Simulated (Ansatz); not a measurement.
Consider ZnSe in the zinc blende structure (space group F-43m, No. 216).

Space group F-43m (No. 216); a = b = c = 5.6656 Å, α = β = γ = 90.00°

```
atom  site  symmetry       x       y       z
----  ----  --------  ------  ------  ------
Se      4d      -43m  0.7500  0.7500  0.7500
Zn      4a      -43m  0.0000  0.0000  0.0000
```
(The calculation used a cell of 2 atoms; values per cell refer to that cell.)

Calculations: r2SCAN (Ansatz, an electronic-structure program), scalar-relativistic without spin-orbit coupling.

One change was made to it. Results:

The valley order (the lowest conduction-band minima on the path, energy above the VBM, named in the base's zone) becomes Γ 1.73 eV; L along ⟨111⟩ 2.99 eV; X along ⟨100⟩ 3.41 eV (base: Γ 1.87 eV; L along ⟨111⟩ 3.05 eV; X along ⟨100⟩ 3.34 eV); the density drops by 0.17 g/cm³, from 5.27 g/cm³ to 5.10 g/cm³; the hole mass (degenerate bands, along [100]) becomes 0.13, 0.63, 0.63 mₑ (at Γ) (base: 0.13, 0.60, 0.60 mₑ (at Γ)).

**Question.** Name the change that was made.
(A) pressure 1.5 GPa
(B) pressure 10 GPa
(C) pressure −2 GPa
(D) pressure −1 GPa
(E) pressure 0.7 GPa

**Answer.** C, pressure −2 GPa. For comparison, the valley order in the other runs: pressure 1.5 GPa gives Γ 1.96 eV; L along ⟨111⟩ 3.10 eV; X along ⟨100⟩ 3.29 eV; pressure 10 GPa gives Γ 2.39 eV; X along ⟨100⟩ 3.05 eV; L along ⟨111⟩ 3.27 eV; pressure −1 GPa gives Γ 1.80 eV; L along ⟨111⟩ 3.02 eV; X along ⟨100⟩ 3.37 eV; pressure 0.7 GPa gives Γ 1.91 eV; L along ⟨111⟩ 3.07 eV; X along ⟨100⟩ 3.31 eV.

The levels and masses belong to the bands next to the band gap. Load acts through the strain it causes; cell and atoms are relaxed under it. Masses are band curvatures over ±0.01 Å⁻¹ around the edge. No phonon test of stability was made. Tetrahedral semiconductors of this kind turn to denser phases somewhere between about 1 and 50 GPa; those were not computed, so compressed cells here can lie past the real transition.
